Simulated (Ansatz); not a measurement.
Consider Li₂S in the anti-fluorite structure (space group Fm-3m, No. 225; a = 5.655 Å).

Computed with plane-wave PAW DFT at the PBEsol level (Ansatz, a quantum-chemistry and plane-wave program, 420 eV), spin-orbit coupling left out.

Before the change:

The hole mass is 0.47, 0.91, 0.91 mₑ (at Γ) and the smallest direct gap comes out as 4.21 eV. The valley order is X along ⟨100⟩ 3.20 eV; Γ 4.21 eV.

It is then changed as follows: an isotropic linear strain of +0.50 %, atoms relaxed at fixed cell.

Task: What happens to the hole mass, energy relative to the base, smallest direct gap and valley order?

Result: The hole mass (degenerate bands, along [100]) changes from 0.47, 0.91, 0.91 mₑ (at Γ) to 0.47, 0.93, 0.93 mₑ (at Γ); the energy grows by 0.4 meV/atom; the smallest direct gap shrinks by 0.076 eV, from 4.21 eV to 4.14 eV; the valley order (the lowest conduction-band minima on the path, energy above the VBM, named in the base's zone) goes from X along ⟨100⟩ 3.20 eV; Γ 4.21 eV to X along ⟨100⟩ 3.21 eV; Γ 4.14 eV.

Masses are band curvatures over ±0.01 Å⁻¹ around the edge. Whether these cells are dynamically stable was not tested.
